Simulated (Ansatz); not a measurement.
We consider PdTe (model structure, Cmcm, No. 63, 4 atoms in the cell), described by PBEsol in Ansatz (plane waves, PAW).

The input as run:

Ansatz 0.2 input:
```yaml
crystal:
  lattice:
    - [1.9062467877, -5.2323511633, 0.0]
    - [1.9062467877, 5.2323511633, 0.0]
    - [0.0, 0.0, 4.0718239434]
  atoms:
    - { symbol: Te, position: [0.6408044275, 0.3591955725, 0.25] }
    - { symbol: Pd, position: [0.9027522461, 0.0972477539, 0.25] }
    - { symbol: Te, position: [0.3591955725, 0.6408044275, 0.75] }
    - { symbol: Pd, position: [0.0972477539, 0.9027522461, 0.75] }
basis:
  ecutwfc: 520
  ecutrho_ratio: 4
  xc_grid: 2
kpoints:
  mp_grid: { grid: [18, 18, 14] }
hamiltonian:
  xc: pbesol
  dispersion: none
  pseudopotentials: { kind: paw }
scf:
  occupations: { method: fermi_dirac, width: 0.05 }
output:
  forces: true
  stress: true
  eigenvalues: true
relax:
  f_tol: 0.004
  escape_saddle: false
  max_steps: 80
  cell: { stress_tol: 0.02, fix: [volume] }
```

Excerpt of the program's output:

```
Relaxation: its limit of steps is 80 (relax.max_steps)
Crystal: 4 atoms, lattice volume = 81.226 Å³
Basis set: ecut = 520 eV, 2199 PW (Γ), exchange–correlation on 90×90×64 points (8 copies of the dense FFT grid, shifted against one another)
Bands: 41, of which v1, the nominal top of the filled ones, is band 34 counted from 1 (33 counted from 0)
Symmetry: 8 space group operations
Space group: Cmcm (ITA 63), of the structure as read, at distance tolerance 4.3e-5 Å
k-points: 728 of 4536
Functional: x = pbesol(κ = 0.804, μ = 0.12345679012345678), c = pbesol(β = 0.046)
SCF iter   1: F=—  HF=-27617.492630 eV  |F-HF|=—  |Δ(HF+E_count)|=         —  Δρ=9.15e-3  dr2=7.16e-2
SCF iter   2: F=—  HF=-27617.479560 eV  |F-HF|=—  |Δ(HF+E_count)|=   1.31e-2  Δρ=3.50e-3  dr2=1.09e-2
  ...
SCF 1 converged in 7 iterations: F = -27617.477368 eV  dr2 = 2.97e-8
Crystal: 4 atoms, lattice volume = 81.226 Å³
Initial density: handed on by an earlier stage of this run
SCF 2 converged in 6 iterations: F = -27617.477577 eV  dr2 = 3.94e-9
Crystal: 4 atoms, lattice volume = 81.226 Å³
Basis set: ecut = 520 eV, 2191 PW (Γ), exchange–correlation on 90×90×64 points (8 copies of the dense FFT grid, shifted against one another)
SCF 3 converged in 6 iterations: F = -27617.477296 eV  dr2 = 1.36e-9
Crystal: 4 atoms, lattice volume = 81.226 Å³
SCF 4 converged in 8 iterations: F = -27617.477639 eV  dr2 = 3.13e-12
Crystal: 4 atoms, lattice volume = 81.226 Å³
SCF 5 converged in 6 iterations: F = -27617.477672 eV  dr2 = 1.09e-10
Crystal: 4 atoms, lattice volume = 81.226 Å³
SCF iter   7: F=-27617.477675 eV  HF=-27617.477675 eV  |F-HF|=7.28e-12  |Δ(HF+E_count)|=    0.00e0  Δρ=1.34e-9  dr2=1.31e-15
SCF iter   8: F=-27617.477675 eV  HF=-27617.477675 eV  |F-HF|=3.64e-12  |Δ(HF+E_count)|=  3.64e-12  Δρ=3.89e-10  dr2=1.43e-16
SCF 6 converged in 8 iterations: F = -27617.477675 eV  dr2 = 1.43e-16
SCF converged after 8 iterations
Free energy (F): -27617.477675 eV
Internal energy: -27617.460669 eV  (E = F + TS)
E sigma→0 (E₀):  -27617.469172 eV
Fermi energy:    15.544933 eV
--- Forces (eV/Å), atoms counted from 1 ---
  atom   1  Te     0.00000000    -0.00003375     0.00000000
  atom   2  Pd     0.00000000     0.00000376     0.00000000
  atom   3  Te     0.00000000     0.00003375     0.00000000
  atom   4  Pd     0.00000000    -0.00000376     0.00000000
--- Stress (GPa, compression-positive) ---
       -2.227994       0.000000       0.000000
        0.000000      -2.226983       0.000000
        0.000000       0.000000      -2.238127
  P = ⅓ Tr σ = -2.2310 GPa (-22.310 kbar)
```

The cell is one volume of an energy–volume scan, off the minimum.

The PAW data were made under PBE.

Note: the relaxation could raise the start's symmetry but not lower it, so the cell can be a saddle point.

Cost on a shared machine: about 19 core-minutes (a rough figure).

A model structure was made by putting elements into a prototype or built by hand; it is no filed structure, need not be a known phase, and can be a saddle point held by its symmetry.

Ansatz is an electronic-structure program.
